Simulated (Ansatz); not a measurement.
# Be under a change: isotropic strain +3.00 %

Start from Be in the hcp (Mg type) structure (space group P6_3/mmc, No. 194; a = 2.263 Å, c = 3.566 Å; relaxed with 0.1 eV smearing).

It is then changed as follows: the cell is scaled by 1.0300 in all directions, atoms relaxed at fixed cell.

Method: PBE (Ansatz, a first-principles code, PAW, no spin-orbit coupling). k-mesh 29×29×16 (Γ-centred); smearing 0.1 eV (Fermi–Dirac).

The volume per atom rises by 0.73 Å³ to 8.64 Å³ and the space group stays P6_3/mmc (No. 194). The shortest interatomic distance grows by 0.066 Å (2.211 Å → 2.277 Å) and the energy increases by 23 meV/atom. The pressure (mean of the normal stresses, compression positive) goes from zero to -9.4 GPa and the band gap remains zero.

Whether these cells are dynamically stable was not tested.
